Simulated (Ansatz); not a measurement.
**What biaxial strain −2.79 %, plane normal [110], relaxed out of plane does to Li**

Take Li in the fcc (Cu type) structure (space group Fm-3m, No. 225; a = 4.324 Å; relaxed with 0.1 eV smearing) as the base. Axes: x, y, z lie along the cube axes.

The change: biaxial strain −2.79 %, plane normal [110], relaxed out of plane (Cartesian); in-plane vectors clamped, the third vector and the atoms free.

All numbers come from PBEsol (Ansatz, a first-principles code), no spin-orbit coupling. Settings: 26×26×26 k-points, 0.1 eV Fermi–Dirac smearing.

The space group becomes Immm (No. 71) (base: Fm-3m (No. 225)) and the energy rises by 2.6 meV/atom. The pressure (mean of the normal stresses, compression positive) goes from zero to 0.5 GPa and the band gap is still zero. The out-of-plane strain is +2.15 % and the ratio −ε⊥/ε∥ comes out as 0.77.

No phonon test of stability was made. This is not the structure that Li has at room temperature and ambient pressure.
